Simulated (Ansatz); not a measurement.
# zincblende GaP (F-43m): a fit under uniaxial stress along [111] (tension)

Cell and atoms relaxed with PBEsol to each stress σ (compression positive); gaps by r2SCAN with spin-orbit coupling, rigid bands (plane waves, PAW; Ansatz, a first-principles code). Unloaded cell: a = b = c = 3.846 Å, α = β = γ = 60.00°.

| σ (GPa) | strain along [111] (%) | gap (eV) |
|---|---|---|
| 0 | 0 | 1.806 |
| -1.40 | 0.88 | 1.783 |
| -4.20 | 2.71 | 1.698 |
| -9.80 | 6.78 | 1.406 |

Q: Fit E_g = 1.806 eV + aσ + bσ² and ε = cσ + dσ² to the loaded rows by least squares.

A: a = 0.0140 eV/GPa, b = -0.00274 eV/GPa²; c = -0.612 %/GPa, d = 0.00815 %/GPa².

Q: One run was withheld, at σ = -7.00 GPa. Predict its gap and its strain along [111], then set them beside the run.

A: E_g = 1.806 + (0.0140)(-7.00) + (-0.00274)(-7.00)² = 1.574 eV and ε = (-0.612)(-7.00) + (0.00815)(-7.00)² = 4.68 %. The run gave 1.572 eV and 4.65 %, misses of 0.002 eV and 0.03 percentage points.

Gaps are resolved to about 0.01 eV; third decimals are kept for the arithmetic. Every relaxation keeps the zincblende phase (space group R3m under this load), so a transition, a distortion that breaks the symmetry or fracture can't show.
